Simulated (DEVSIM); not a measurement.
Structure: Si p+/n-/n+ power diode, at 300 K.

| layer (left to right) | material | thickness (μm) | Nd (cm⁻³) | Na (cm⁻³) | τn (s) | τp (s) |
|---|---|---|---|---|---|---|
| 1 | Si | 1.40 | - | 3e18 | 0.00071 | 0.00071 |
| 2 | Si | 9.60 | 4.9e15 | - | 0.00071 | 0.00071 |
| 3 | Si | 1.40 | 1.3e18 | - | 0.00071 | 0.00071 |

Left contact: ohmic. Right contact: ohmic. Voltage is applied to the left contact. Recombination: SRH at mid-gap, Auger. Mobility is constant in doping.

The device is made up for the run: typed textbook-type constants, with dimensions and the other settings drawn at random. Values at 300 K.

```
parameter           Si
-------------  -------
gap (eV)         1.124
affinity (eV)     4.05
permittivity      11.7
Nc (cm⁻³)      2.86e19
Nv (cm⁻³)       3.1e19
μn (cm²/Vs)       1417
μp (cm²/Vs)        470
Cn (cm⁶/s)     2.8e-31
Cp (cm⁶/s)     9.9e-32
```

Model (solved in DEVSIM): 1D drift-diffusion, Boltzmann statistics, complete ionisation; no tunnelling, impact ionisation, image-force lowering or self-heating.

The thickness of layer 2 was swept, all else fixed.

| thickness of layer 2 (μm) | dark forward voltage at 100 A/cm² (V) |
|---|---|
| 1.9 | 0.807 |
| 3.4 | 0.808 |
| 5.8 | 0.810 |
| 9.6 | 0.812 |
| 16 | 0.816 |
| 29 | 0.824 |
| 48 | 0.834 |

From the first row to the last the dark forward voltage at 100 A/cm² goes from 0.807 to 0.834.
